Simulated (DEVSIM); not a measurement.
GaAs p-i-n diode

Device: GaAs p-i-n diode, at 300 K.

```csv
layer (left to right),material,thickness (μm),Nd (cm⁻³),Na (cm⁻³),τn (s),τp (s)
1,GaAs,0.120,-,6.2e17,2.2e-9,2.2e-9
2,GaAs,2.90,1.4e13,-,2.2e-9,2.2e-9
3,GaAs,0.220,1.6e17,-,2.2e-9,2.2e-9
```

Left contact: ohmic. Right contact: ohmic. Voltage is applied to the left contact. Recombination: SRH at mid-gap, radiative. Mobility is μmin + (μ − μmin)/(1 + (N/Nref)^α).

This is a model device: material constants are rounded textbook-type values typed into the input, and sizes, dopings and lifetimes were drawn at random. Values at 300 K.

| parameter | GaAs |
|---|---|
| gap (eV) | 1.424 |
| affinity (eV) | 4.07 |
| permittivity | 12.9 |
| Nc (cm⁻³) | 4.7e17 |
| Nv (cm⁻³) | 9e18 |
| μn (cm²/Vs) | 8500 |
| μp (cm²/Vs) | 400 |
| μn,min | 500 |
| μp,min | 20 |
| Nref,n | 6e16 |
| Nref,p | 1.5e17 |
| αn | 0.39 |
| αp | 0.38 |
| B (cm³/s) | 2e-10 |

DEVSIM, 1D drift-diffusion, Boltzmann statistics, complete ionisation; no tunnelling, impact ionisation, image-force lowering or self-heating.

```json
{
 "potential_step_across_the_device_at_zero_bias": "1.327 V",
 "Dark forward voltage at 1 A/cm²": "0.928 V",
 "Dark forward voltage at 100 A/cm²": "1.122 V"
}
```

Dark reverse current:

| V (V) | J (A/cm²) |
|---|---|
| -0.40 | -6.6e-9 |
| -1.00 | -1.1e-8 |
| -2.00 | -1.5e-8 |
| -3.00 | -1.7e-8 |
| -4.00 | -1.8e-8 |
| -6.00 | -2.0e-8 |
| -8.00 | -2.1e-8 |
| -10.00 | -2.1e-8 |
| -13.00 | -2.2e-8 |
| -16.00 | -2.2e-8 |
| -20.00 | -2.3e-8 |

Small-signal capacitance in reverse bias (quasi-static):

```csv
V (V),C (nF/cm²)
-0.4,4.16
-1,4.08
-2,4.02
-3,3.98
-4,3.96
-6,3.94
-8,3.93
-10,3.92
-13,3.91
-16,3.90
-20,3.88
```
